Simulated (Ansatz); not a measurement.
Take SiC in the wurtzite structure (space group P6_3mc, No. 186; a = 3.075 Å, c = 5.049 Å) as the base.

Calculations: r2SCAN/PAW in Ansatz (an electronic-structure program), spin-orbit coupling left out, earlier PAW set.

Base values:

- Band gap: 2.65 eV
- Density: 3.22 g/cm³

Perturbation: a hydrostatic pressure of 3 GPa.

### Question
Estimate the effect on the band gap.

### Answer
The band gap drops by 0.02 eV (2.65 eV → 2.63 eV).

### Question
What happens to the density?

### Answer
The density grows by 0.04 g/cm³ (3.22 g/cm³ → 3.26 g/cm³).

Load acts through the strain it causes; cell and atoms are relaxed under it. Stability against distortions was not tested.
